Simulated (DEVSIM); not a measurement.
Structure: Co/HfO2/p-Si capacitor, at 300 K.

```tsv
layer (left to right)	material	thickness (nm)	Na (cm⁻³)
1	HfO2	2.10	-
2	Si	370	2.4e18
```

Metal gate on the left, work function 5 eV. Fixed charge at the semiconductor interface -1.07e13 cm⁻² (in units of +e); no interface traps.

The device is made up for the run: typed textbook-type constants, with dimensions and the other settings drawn at random. Values at 300 K.

```
parameter      HfO2       Si
-------------  ----  -------
gap (eV)        5.7    1.124
affinity (eV)   2.5     4.05
permittivity     22     11.7
Nc (cm⁻³)         -  2.86e19
Nv (cm⁻³)         -   3.1e19
```

Simulated with DEVSIM: 1D Poisson equation in equilibrium, Boltzmann statistics, complete ionisation; no quantum confinement or tunnelling. Metal contacts follow the ideal Schottky-Mott rule: no Fermi-level pinning, no interface dipoles.

Question: Tabulate band edges, carrier densities and field at 0.5 V on the gate.

Answer: Energies count from the Fermi level of the right contact; mesh points crowd at the junctions.

```csv
x (μm),Ec (eV),Ev (eV),n (cm⁻³),p (cm⁻³),field (V/cm)
0.000,2.000,-3.700,< 1e2,< 1e2,1100000
0.0006169,2.071,-3.629,< 1e2,< 1e2,1100000
0.001120,2.128,-3.572,< 1e2,< 1e2,1100000
0.001707,2.196,-3.505,< 1e2,< 1e2,1100000
0.002568,0.714,-0.410,2.9e7,4.0e12,490000
0.003643,0.764,-0.360,4200000,2.8e13,450000
0.005579,0.843,-0.281,190000,6.0e14,370000
0.01036,0.980,-0.144,980,1.2e17,200000
0.01709,1.048,-0.076,< 1e2,1.7e18,34000
0.02771,1.058,-0.066,< 1e2,2.4e18,690
0.04684,1.058,-0.066,< 1e2,2.4e18,≈ 0
0.09406,1.058,-0.066,< 1e2,2.4e18,≈ 0
0.1553,1.058,-0.066,< 1e2,2.4e18,≈ 0
0.2403,1.058,-0.066,< 1e2,2.4e18,≈ 0
0.3077,1.058,-0.066,< 1e2,2.4e18,≈ 0
0.3350,1.058,-0.066,< 1e2,2.4e18,≈ 0
0.3502,1.058,-0.066,< 1e2,2.4e18,≈ 0
0.3598,1.058,-0.066,< 1e2,2.4e18,≈ 0
0.3666,1.058,-0.066,< 1e2,2.4e18,≈ 0
0.3693,1.058,-0.066,< 1e2,2.4e18,≈ 0
0.3709,1.058,-0.066,< 1e2,2.4e18,≈ 0
0.3721,1.058,-0.066,< 1e2,2.4e18,≈ 0
```
